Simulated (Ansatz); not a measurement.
Take Zr in the hcp (Mg type) structure (space group P6_3/mmc, No. 194; a = 3.2443 Å, c = 5.1580 Å; relaxed with 0.1 eV smearing) as the base. Axes: x lies along a and z along c of the hexagonal cell.

Structures relaxed with r2SCAN (Ansatz, a first-principles code, PAW, without spin-orbit coupling).

Base:

Simulated powder pattern, Cu Kα1, λ = 1.54056 Å (kinematic, ideal powder, no thermal factors, no anomalous dispersion; the 14 strongest lines at most, above 2 %, up to 2θ = 90°):

| 2θ (°) | I/Imax (%) | hkl |
|---|---|---|
| 31.82 | 24 | (100) |
| 34.76 | 25 | (002) |
| 36.38 | 100 | (101) |
| 47.84 | 15 | (102) |
| 56.70 | 18 | (110) |
| 63.37 | 19 | (103) |
| 66.50 | 2.8 | (200) |
| 68.25 | 21 | (112) |
| 69.26 | 15 | (201) |
| 73.36 | 2.8 | (004) |
| 77.27 | 3.6 | (202) |
| 82.18 | 3.1 | (104) |

Perturbation: biaxial strain −0.70 %, plane normal [001], relaxed out of plane (Cartesian); in-plane vectors clamped, the third vector and the atoms free.

How do the reflections move or split?


Simulated powder pattern, Cu Kα1, λ = 1.54056 Å (kinematic, ideal powder, no thermal factors, no anomalous dispersion; the 14 strongest lines at most, above 2 %, up to 2θ = 90°):

```tsv
2θ (°)	d (Å)	I/Imax (%)	hkl
32.05	2.790	24	(100)
34.57	2.593	26	(002)
36.54	2.457	100	(101)
47.85	1.899	15	(102)
57.14	1.611	18	(110)
63.23	1.469	20	(103)
67.03	1.395	2.7	(200)
68.52	1.368	21	(112)
69.75	1.347	15	(201)
72.91	1.296	2.9	(004)
77.66	1.228	3.6	(202)
81.87	1.176	3.2	(104)
```

The indices refer to the base's conventional cell; one index is shown for lines that coincide.

Stability against distortions was not tested. All final runs are without spin polarisation.
